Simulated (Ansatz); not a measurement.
Band structure of Li2O (Fm-3m, 3 atoms in the cell).

```
CELL_PARAMETERS angstrom
      0.00000     2.28078     2.28078
      2.28078     0.00000     2.28078
      2.28078     2.28078     0.00000
ATOMIC_POSITIONS crystal
  Li 0.75000 0.75000 0.75000
  Li 0.25000 0.25000 0.25000
  O  0.00000 0.00000 0.00000
```

Level of theory: PBE, PAW files (plane waves; Ansatz, a program for electronic structure).

Settings: kpoints.mp_grid.grid = 6 6 6; hamiltonian.xc = pbe; hamiltonian.pseudopotentials = {kind: paw} (the program's default PAW files); scf.occupations.method = fermi_dirac; scf.occupations.width = 0.02 eV; kpoints.band_path.npoints = 8.

The starting cell comes from a database of computed structures (which also holds hypothetical and non-ambient phases and stackings), without a prior relaxation at this level. Its lattice was rescaled by a random factor within 2.5 % of one.

Problem. Predict the gap along the standard path and the places of the band edges.

Solution. The gap along the path is 5.07 eV, from Γ to X; the smallest direct gap on it is 5.55 eV.

Levels in eV from the top of the valence band on the path, bands 3 to 9:
```tsv
point	3	4	5	6	7	8	9
Γ	-15.50	0.00	0.00	0.00	5.55	12.16	12.16
X	-15.23	-1.63	-1.45	-1.45	5.07	13.90	13.90
W	-15.22	-1.91	-1.53	-1.53	7.32	10.72	14.55
K	-15.23	-2.10	-1.55	-1.14	6.69	11.96	13.63
L	-15.28	-2.86	-0.47	-0.47	9.46	10.20	12.29
U	-15.23	-2.10	-1.55	-1.14	6.69	11.96	13.63
```

Keys are those of Ansatz 0.2.
